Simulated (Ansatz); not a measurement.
Bond-angle distributions (per cent of the angles at each element, bins of 10°) of a relaxed model of amorphous In9Ga9Zn9O38Hf at 5.99 g/cm³. Computed with PBE, scalar-relativistic without spin-orbit coupling (plane waves to 420 eV, PAW; Ansatz, a first-principles code).

It comes from a melt-quench run on a machine-learned potential (CHGNet), relaxed afterwards by DFT. O atoms were pushed apart under 1.9 Å during the dynamics, to hinder bonds among them. The hot cell started wider than the set density and was brought back towards it in steps. It is the lowest in DFT energy of 2 quenches. It is a model cell: composition and starting density were chosen by hand, and all elements were melted together. No dispersion term was used. Its density started from a set value of 6.05 and ended at 5.99 g/cm³. The simulated quench (nominally 320 K/ps over its main leg) is rapid and tends to freeze in more defects than a deposited or slowly cooled glass has. Values belong to this one cell and scatter from quench to quench. Volume and shape were free in the relaxation.

Neighbours within In-In 3.12 Å, In-Ga 2.90 Å, In-Zn 2.90 Å, In-O 2.62 Å, In-Hf 3.23 Å, Ga-Ga 2.68 Å, Ga-Zn 2.68 Å, Ga-O 2.42 Å, Ga-Hf 3.01 Å, Zn-Zn 2.68 Å, Zn-O 2.58 Å, Zn-Hf 3.01 Å, O-O 1.58 Å, O-Hf 2.65 Å, Hf-Hf 3.34 Å count as bonded. Two cations that share two anions don't count as bonded, nor two that share one unless they lie closer than In-In 3.04 Å, In-Ga 2.82 Å, In-Zn 2.82 Å, In-Hf 3.15 Å, Ga-Ga 2.61 Å, Ga-Zn 2.61 Å, Ga-Hf 2.93 Å, Zn-Zn 2.61 Å, Zn-Hf 2.93 Å, Hf-Hf 3.25 Å.

```
angle (°)  at In  at Ga  at Zn
---------  -----  -----  -----
50-60          0      0      0
60-70          0      0      0
70-80         12      1     19
80-90         29     29     15
90-100        19     14     10
100-110       13     19     12
110-120        3     13     11
120-130        3      8     19
130-140        3      6      6
140-150        3      1      3
150-160        3      3      3
160-170        6      0      0
170-180        5      5      1
```

They go with these counts of neighbours within the cut-offs, cation contacts included: In mean 5.6, most often 6; Ga mean 4.7, most often 5; Zn mean 4.4, most often 4.
